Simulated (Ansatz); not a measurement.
# A computed series for WO3: response to strain

Consider WO3 (space group P4/nmm, No. 129; a = 5.315 Å, c = 3.933 Å). Axes: x, y, z lie along a, b, c of the conventional cell.

Strains are applied to the cell and any free atomic positions relax; under stress the whole cell relaxes.

Computed with DFT with PBEsol, PAW potentials and a 420 eV plane-wave cutoff in Ansatz (a first-principles code), no spin-orbit coupling.

| change | volume per atom | space group | band gap |
|---|---|---|---|
| base | 13.89 Å³ | P4/nmm (No. 129) | 0.57 eV |
| isotropic strain −2.67 % | 12.80 Å³ | P4/nmm (No. 129) | ? |
| isotropic strain −0.70 % | 13.60 Å³ | P4/nmm (No. 129) | 0.58 eV |
| isotropic strain +1.72 % | 14.62 Å³ | P4/nmm (No. 129) | 0.52 eV |
| uniaxial strain ε_yy = −1.82 % | 13.63 Å³ | Pmmn (No. 59) | 0.58 eV |
| uniaxial stress, 1 GPa tension along x | 13.90 Å³ | Pmmn (No. 59) | 0.57 eV |
| uniaxial stress, 0.5 GPa tension along x | 13.89 Å³ | Pmmn (No. 59) | 0.57 eV |

Q: What belongs in the blanks?

A: 
- isotropic strain −2.67 %, band gap: 0.61 eV

With W present, leaving out spin-orbit coupling can change the band edges. Beyond what the load breaks, stability against distortions was not tested.
